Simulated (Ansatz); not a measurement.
Output of an Ansatz run (abridged):

```
WARN the atoms were moved onto the symmetric positions of the space group found under crystal.symmetry.tolerance 1.0e-5 (fractional …
WARN ansatz: RAYON_NUM_THREADS=1 ignored (pool sized by the plan → 1); use --threads N
Pseudopotentials: kind: paw
Pseudopotential: Ir, paw, valence charge 17
Pseudopotential: Sn, paw, valence charge 14
Crystal: 9 atoms, lattice volume = 410.012 Å³
Basis set: ecut = 420 eV, 7991 PW (Γ)
Bands: 81, of which v1, the nominal top of the filled ones, is band 68 counted from 1 (67 counted from 0)
Symmetry: 12 space group operations
Space group: P-3m1 (ITA 164), of the structure as read, at distance tolerance 7.4e-5 Å
k-points: 7 of 36
PAW frozen core: Ir, regenerated for the run's functional, and the local potential with it
PAW frozen core: Sn, regenerated for the run's functional, and the local potential with it
Initial density: superposition of atomic densities (neutral atoms: chi_scale 0, normalization atom), corrected by the library's trained network
Initial wavefunctions: pseudopotential atomic-orbital guess
Eigensolver: davidson
Functional: x = slater, c = lda
SCF iter   1: F=—  HF=-70267.799074 eV  |F-HF|=—  |Δ(HF+E_count)|=         —  Δρ=5.79e-3  dr2=1.14e-1  ethr=1.77e-3  ⟨swp⟩=8.9  Hψ=2484  notcnv=0  defer=2
all-band conjugate gradients solve this SCF's bands
preconditioner: auto → LDOS
SCF iter   2: F=—  HF=-70267.785424 eV  |F-HF|=—  |Δ(HF+E_count)|=   1.37e-2  Δρ=2.42e-3  dr2=2.49e-2  ethr=8.47e-5  ⟨swp⟩=2.0  Hψ=1085  notcnv=0  defer=56
SCF iter   3: F=—  HF=-70267.775897 eV  |F-HF|=—  |Δ(HF+E_count)|=   9.53e-3  Δρ=6.34e-4  dr2=2.19e-3  ethr=1.84e-5  ⟨swp⟩=2.0  Hψ=909  notcnv=0  defer=56
SCF iter   4: F=—  HF=-70267.775305 eV  |F-HF|=—  |Δ(HF+E_count)|=   5.92e-4  Δρ=1.69e-4  dr2=1.14e-4  ethr=1.62e-6  ⟨swp⟩=2.7  Hψ=888  notcnv=0  defer=56
SCF iter   5: F=—  HF=-70267.775281 eV  |F-HF|=—  |Δ(HF+E_count)|=   2.36e-5  Δρ=3.87e-5  dr2=8.93e-6  ethr=8.47e-8  ⟨swp⟩=3.1  Hψ=1044  notcnv=0  defer=56
SCF iter   6: F=—  HF=-70267.775462 eV  |F-HF|=—  |Δ(HF+E_count)|=   1.81e-4  Δρ=1.44e-5  dr2=1.68e-6  ethr=6.61e-9  ⟨swp⟩=2.9  Hψ=775  notcnv=0  defer=56
SCF iter   7: F=—  HF=-70267.775462 eV  |F-HF|=—  |Δ(HF+E_count)|=   1.34e-7  Δρ=4.59e-6  dr2=1.10e-7  ethr=1.25e-9  ⟨swp⟩=2.0  Hψ=776  notcnv=0  defer=56
SCF iter   8: F=-70267.775462 eV  HF=-70267.775462 eV  |F-HF|=1.31e-9  |Δ(HF+E_count)|=   3.05e-8  Δρ=1.16e-6  dr2=1.02e-8  ethr=7.41e-11  ⟨swp⟩=16.9  Hψ=2795  notcnv=0
SCF 1 converged in 8 iterations: F = -70267.775462 eV  dr2 = 1.02e-8
SCF converged after 8 iterations
Free energy (F): -70267.775462 eV
Harris-Foulkes:  -70267.775462 eV  (|F-HF|=1.31e-9)
Internal energy: -70267.753465 eV  (E = F + TS)
E sigma→0 (E₀):  -70267.764464 eV
Entropy (-TS):   -0.021997 eV (-2.444 meV/atom)
Fermi energy:    4.212262 eV
--- Per-component energies (eV) ---
  E_band       = -2300.556290
  E_kinetic    = 3003.542247
  E_local      = -113064.884956  (includes V_loc(G=0)·N_el)
  E_nonlocal   = 78.248498
  E_hartree    = 56017.531345
  E_xc         = -3069.194498
  E_vxc        = -1486.922922  (∫ρ·V_xc dr)
  E_paw        = -50841.884203  (= ΣΔE_a)
  E_vpaw       = -2865.629332  (= ΣTr[D̂ρ^β])
  E_aug_tail   = 0.000120  (compensation charges beyond the density's cutoff)
  E_ewald      = 37605.103786
  E_core_change = 3.784196  (= ΣΔE_core)
  E_smearing   = -0.021997  (= −TS)
  E_closure    = 0.000000  (closes the sum)
  Σ components = -70267.775462   (vs F -70267.775462, Δ=0.00e0)
--- Forces (eV/Å), atoms counted from 1 ---
  atom   1  Ir     0.00000000    -0.00000000     0.43809831
  atom   2  Ir    -0.00000000     0.00000000     0.00000000
  atom   3  Ir    -0.00000000     0.00000000    -0.43809831
  atom   4  Sn    -0.00000000    -0.00000000    -0.19613526
  atom   5  Sn     0.00000000    -0.00000000     0.32833430
  atom   6  Sn     0.00000000    -0.00000000     0.34486331
  atom   7  Sn    -0.00000000     0.00000000    -0.34486331
  atom   8  Sn    -0.00000000     0.00000000    -0.32833430
  atom   9  Sn     0.00000000     0.00000000     0.19613526
  max |Σ_I F_I| component: 6.48e-17 eV/Å
--- Stress (GPa, compression-positive) ---
       -4.346812       0.000000       0.000000
        0.000000      -4.346812      -0.000000
        0.000000      -0.000000      -1.772570
  P = ⅓ Tr σ = -3.4887 GPa (-34.887 kbar)
  The stress holds the Pulay correction. Without it, at fixed plane waves, as pw.x and ABINIT print it: P = -3.5185 GPa
--- Band table (eV; the first three rows and the last of 7) ---
  k-point 0: bands = ["-87.3868", "-87.1506", "-87.1506", "-44.2432", "-44.2432", "-44.2251", "-44.0281", "-44.0281", "-44.0281", "-44.0281", "-43.9136", "-43.9136", "-17.1400", "-17.1400", "-17.0536", "-17.0513", "-17.0513", "-17.0142", "-17.0142", [...]
  k-point 1: bands = ["-87.3868", "-87.1506", "-87.1506", "-44.2435", "-44.2433", "-44.2250", "-44.0284", "-44.0284", "-44.0282", "-44.0282", "-43.9135", "-43.9135", "-17.1363", "-17.1214", "-17.0593", "-17.0486", "-17.0438", "-17.0126", "-17.0063", [...]
  k-point 2: bands = ["-87.3868", "-87.1506", "-87.1506", "-44.2440", "-44.2433", "-44.2249", "-44.0289", "-44.0289", "-44.0282", "-44.0282", "-43.9134", "-43.9134", "-17.1287", "-17.0760", "-17.0720", "-17.0306", "-17.0248", "-17.0096", "-16.9910", [...]
  k-point 6: bands = ["-87.3868", "-87.1506", "-87.1506", "-44.2438", "-44.2438", "-44.2249", "-44.0288", "-44.0288", "-44.0288", "-44.0288", "-43.9134", "-43.9134", "-17.0913", "-17.0532", "-17.0532", "-17.0476", "-17.0284", "-17.0284", "-16.9903", [...]
```

The structure:

```
CELL_PARAMETERS angstrom
      4.51569     0.00000     0.00000
      2.25785     3.91070     0.00000
      0.00000     0.00000    23.21759
ATOMIC_POSITIONS crystal
  Ir 0.00000 0.00000 0.34119
  Ir 0.33333 0.33333 0.50000
  Ir 0.66667 0.66667 0.65880
  Sn 0.33333 0.33333 0.38090
  Sn 0.66667 0.66667 0.30150
  Sn 0.66667 0.66667 0.53970
  Sn 0.00000 0.00000 0.46030
  Sn 0.00000 0.00000 0.69850
  Sn 0.33333 0.33333 0.61910
```

Q: What input produced this log?

A: Other spellings and defaults could give the same log, and not every line can be read from it. The input that was run (DFT, LDA (PW92), plane waves, default PAW files made with PBE):

Ansatz 0.2 input:
```yaml
# IrSn2
crystal:
  lattice:
    - [4.51569100, 0.00000000, 0.00000000]
    - [2.25784600, 3.91070300, 0.00000000]
    - [0.00000000, 0.00000000, 23.21758800]
  atoms:
    - { symbol: Ir, position: [0.00000000, 0.00000000, 0.34119400] }
    - { symbol: Ir, position: [0.33333300, 0.33333300, 0.50000000] }
    - { symbol: Ir, position: [0.66666700, 0.66666700, 0.65880200] }
    - { symbol: Sn, position: [0.33333300, 0.33333300, 0.38089600] }
    - { symbol: Sn, position: [0.66666700, 0.66666700, 0.30149600] }
    - { symbol: Sn, position: [0.66666700, 0.66666700, 0.53969800] }
    - { symbol: Sn, position: [0.00000000, 0.00000000, 0.46029700] }
    - { symbol: Sn, position: [0.00000000, 0.00000000, 0.69850400] }
    - { symbol: Sn, position: [0.33333300, 0.33333300, 0.61910400] }
basis:
  ecutwfc: 420.0
kpoints:
  mp_grid: { grid: [6, 6, 1] }
hamiltonian:
  xc: lda
  pseudopotentials: { kind: paw }
scf:
  occupations: { method: gaussian, width: 0.1 }
output:
  forces: true
  eigenvalues: true
  stress: true
```

The starting cell comes from a database of computed structures (which also holds hypothetical and non-ambient phases and stackings), without a prior relaxation at this level. The slab is cut from that crystal, and its faces are unrelaxed. Its lattice was rescaled by up to half a per cent. Spin-orbit coupling is off. Spin polarisation is off.

Ansatz is a quantum-chemistry and plane-wave program.
